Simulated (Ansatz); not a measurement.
Start from Be in the hcp (Mg type) structure (space group P6_3/mmc, No. 194; a = 2.262 Å, c = 3.569 Å; relaxed with 0.1 eV smearing). Axes: x lies along a and z along c of the hexagonal cell.

Level of theory: Kohn–Sham DFT with the r2SCAN functional, run in Ansatz (a first-principles code) with PAW and 500 eV plane waves, spin-orbit coupling left out.

Strains are applied to the cell and any free atomic positions relax.

One change was made to it. Results:

```json
[
 {"quantity": "pressure (mean of the normal stresses, compression positive)", "base": "0.0 GPa", "after": "0.0 GPa"},
 {"quantity": "energy relative to the base (free energy F)", "base": "0 meV/atom", "after": "+0.8 meV/atom"},
 {"quantity": "band gap", "base": "zero", "after": "zero"}
]
```

Task: What was done to the base?
A) strain tensor (xx, yy, zz, yz, xz, xy) = (−1.18, −0.95, +0.64, −0.02, +0.13, +0.13) %
B) tensor shear ε_yz = +0.68 %
C) uniaxial strain ε_yy = −1.75 %

Result: B, tensor shear ε_yz = +0.68 %. For comparison, the energy relative to the base in the other runs: uniaxial strain ε_yy = −1.75 % gives +2.6 meV/atom; strain tensor (xx, yy, zz, yz, xz, xy) = (−1.18, −0.95, +0.64, −0.02, +0.13, +0.13) % gives +2.5 meV/atom.

Stability against distortions was not tested.
